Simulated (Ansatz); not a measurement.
# Ge, response to strain

The reference is Ge in the diamond structure (space group Fd-3m, No. 227).

```
Ge
1.0
    0.00000     2.83720     2.83720
    2.83720     0.00000     2.83720
    2.83720     2.83720     0.00000
Ge
2
Direct
  0.00000   0.00000   0.00000
  0.25000   0.25000   0.25000
```

Cartesian axes are those of the cell as printed.

Strains are applied to the cell and any free atomic positions relax; under biaxial strain the out-of-plane vector relaxes too.

All numbers come from r2SCAN/PAW in Ansatz (a quantum-chemistry and plane-wave program), without spin-orbit coupling.

Notes on the quantities. energy relative to the base: free energy F; pressure: mean of the normal stresses, compression positive.

```json
[
 {"variant": "base", "shortest interatomic distance": "2.457 Å", "energy relative to the base": "0 meV/atom", "band gap": "0.36 eV", "pressure": "0.01 GPa"},
 {"variant": "biaxial strain +0.83 %, plane normal [111], relaxed out of plane", "shortest interatomic distance": "2.459 Å", "energy relative to the base": "+1.7 meV/atom", "band gap": "0.16 eV", "pressure": "-0.94 GPa"},
 {"variant": "biaxial strain +1.25 %, plane normal [111], relaxed out of plane", "shortest interatomic distance": "2.460 Å", "energy relative to the base": "+3.8 meV/atom", "band gap": "0.06 eV", "pressure": "-1.38 GPa"},
 {"variant": "biaxial strain +1.67 %, plane normal [111], relaxed out of plane", "shortest interatomic distance": "[?]", "energy relative to the base": "[?]", "band gap": "zero", "pressure": "[?]"},
 {"variant": "biaxial strain +2.08 %, plane normal [111], relaxed out of plane", "shortest interatomic distance": "2.462 Å", "energy relative to the base": "+10 meV/atom", "band gap": "zero", "pressure": "-2.2 GPa"},
 {"variant": "biaxial strain +2.50 %, plane normal [111], relaxed out of plane", "shortest interatomic distance": "2.463 Å", "energy relative to the base": "+14 meV/atom", "band gap": "zero", "pressure": "-2.5 GPa"}
]
```

Q: Complete the table.

A: 
- biaxial strain +1.67 %, plane normal [111], relaxed out of plane, shortest interatomic distance: 2.461 Å
- biaxial strain +1.67 %, plane normal [111], relaxed out of plane, energy relative to the base: +6.7 meV/atom
- biaxial strain +1.67 %, plane normal [111], relaxed out of plane, pressure: -1.8 GPa

The mesh was chosen for an insulator and is coarse for the gapless case. No phonon test of stability was made. The real Ge has an indirect gap at ambient pressure; r2SCAN orders its close-lying valleys differently. Gaps under 0.05 eV, about the width of the smearing, are given as zero. A zero or small gap of Ge under biaxial strain +0.83 %, plane normal [111], relaxed out of plane, Ge under biaxial strain +1.25 %, plane normal [111], relaxed out of plane, Ge under biaxial strain +1.67 %, plane normal [111], relaxed out of plane and Ge under biaxial strain +2.08 %, plane normal [111], relaxed out of plane can be the functional's error rather than a property of the material.
